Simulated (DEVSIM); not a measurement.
System: abrupt Si n-p junction, at 300 K.

| layer (left to right) | material | thickness (μm) | Nd (cm⁻³) | Na (cm⁻³) | τn (s) | τp (s) |
|---|---|---|---|---|---|---|
| 1 | Si | 36.0 | 2e15 | - | 0.00011 | 0.00011 |
| 2 | Si | 210 | - | 5.8e17 | 0.00011 | 0.00011 |

Left contact: ohmic. Right contact: ohmic. Voltage is applied to the left contact. Recombination: SRH at mid-gap. Mobility is constant in doping.

The device is made up for the run: typed textbook-type constants, with dimensions and the other settings drawn at random. Values at 300 K.

| parameter | Si |
|---|---|
| gap (eV) | 1.124 |
| affinity (eV) | 4.05 |
| permittivity | 11.7 |
| Nc (cm⁻³) | 2.86e19 |
| Nv (cm⁻³) | 3.1e19 |
| μn (cm²/Vs) | 1417 |
| μp (cm²/Vs) | 470 |

Simulated with DEVSIM: 1D drift-diffusion, Boltzmann statistics, complete ionisation; no tunnelling, impact ionisation, image-force lowering or self-heating.

The thickness of layer 1 was swept, all else fixed.

```json
[
 {"thickness of layer 1 (μm)": "7.2", "dark forward voltage at 100 A/cm² (V)": "0.799", "dark forward voltage at 1 A/cm² (V)": "0.586"},
 {"thickness of layer 1 (μm)": "13", "dark forward voltage at 100 A/cm² (V)": "0.827", "dark forward voltage at 1 A/cm² (V)": "0.603"},
 {"thickness of layer 1 (μm)": "22", "dark forward voltage at 100 A/cm² (V)": "0.850", "dark forward voltage at 1 A/cm² (V)": "0.620"},
 {"thickness of layer 1 (μm)": "36", "dark forward voltage at 100 A/cm² (V)": "0.873", "dark forward voltage at 1 A/cm² (V)": "0.635"},
 {"thickness of layer 1 (μm)": "61", "dark forward voltage at 100 A/cm² (V)": "…", "dark forward voltage at 1 A/cm² (V)": "…"},
 {"thickness of layer 1 (μm)": "110", "dark forward voltage at 100 A/cm² (V)": "0.926", "dark forward voltage at 1 A/cm² (V)": "0.673"},
 {"thickness of layer 1 (μm)": "180", "dark forward voltage at 100 A/cm² (V)": "0.959", "dark forward voltage at 1 A/cm² (V)": "0.691"}
]
```

Q: Fill in the missing entries.

A: 
- 61, dark forward voltage at 100 A/cm² (V): 0.895
- 61, dark forward voltage at 1 A/cm² (V): 0.652
